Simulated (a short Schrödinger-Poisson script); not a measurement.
System: gated In0.52Al0.48As/In0.53Ga0.47As δ-doped gas in a quantum well, at 300 K.

| layer | material | thickness (nm) | Na (cm⁻³) |
|---|---|---|---|
| 1 | In0.52Al0.48As | 8 | - |
| 2 | In0.52Al0.48As | 3 | - |
| 3 | In0.53Ga0.47As | 20 | - |
| 4 | In0.52Al0.48As | 4000 | 4e15 |

Constants are typed, rounded textbook-type inputs, not results; the design itself was drawn at random and stands for no fabricated device. In0.52Al0.48As: permittivity 12.5, conduction-band edge (eV) 0.52, gap (eV) 1.45, electron mass (mₑ) 0.075, Nv at 300 K (cm⁻³) 1.1e19. In0.53Ga0.47As: permittivity 13.9, conduction-band edge (eV) 0, gap (eV) 0.74, Nv at 300 K (cm⁻³) 7.7e18.

Channel valleys (confinement mass, in-plane density-of-states mass, number): Γ 0.041, 0.041, 1. At the gate the conduction-band edge of layer 1 lies 0.65 eV − eVg above the Fermi level of the channel; the field vanishes at the back. Sheet of ionised δ-doping: +2.3e12 e/cm² at 8 nm from the gate. The barrier under the gate holds no holes. Gaps are held at their typed values at every temperature. Mesh 0.08 nm at interfaces.

From a short Schrödinger-Poisson script (our own, NumPy): 1D Poisson equation in equilibrium, electrons quantum, Hartree (BenDaniel-Duke, 40 states a valley, the channel's in-plane mass for all, wave functions free to enter the barrier), parabolic valleys, classical holes, full ionisation, no traps, pinning or gate leakage.

The same stack at other levels of the model or other numerical settings:

```csv
run,sheet density of all electrons at Vg = 0.4 V (cm⁻²),sheet density of all electrons at Vg = -0.1 V (cm⁻²),capacitance at Vg = 0.4 V (μF/cm²),centroid of the channel electrons at Vg = 0.4 V (nm),rough cost against the base
base,1.83e12,7.09e10,0.675,6.16,about 1
"electrons treated as classical, Boltzmann",2.45e12,[?],0.893,2.81,0.03
"electrons treated as classical, Fermi-Dirac",1.91e12,9.76e10,0.666,[?],0.1
"electrons treated as quantum, Hartree plus LDA exchange-correlation",1.89e12,7.86e10,0.685,6.02,1
mesh six times as coarse,1.83e12,7.07e10,0.675,6.12,0.2
one subband a valley,1.74e12,[?],0.635,5.23,0.3
```

Problem. Fill in the missing entries.

Solution. 
- electrons treated as classical, Fermi-Dirac, centroid of the channel electrons at Vg = 0.4 V (nm): 5.58
- one subband a valley, sheet density of all electrons at Vg = -0.1 V (cm⁻²): 6.50e10
- electrons treated as classical, Boltzmann, sheet density of all electrons at Vg = -0.1 V (cm⁻²): 1.04e11

The classical rows ignore confinement, and Boltzmann statistics overrate the density once the band edge passes the Fermi level.
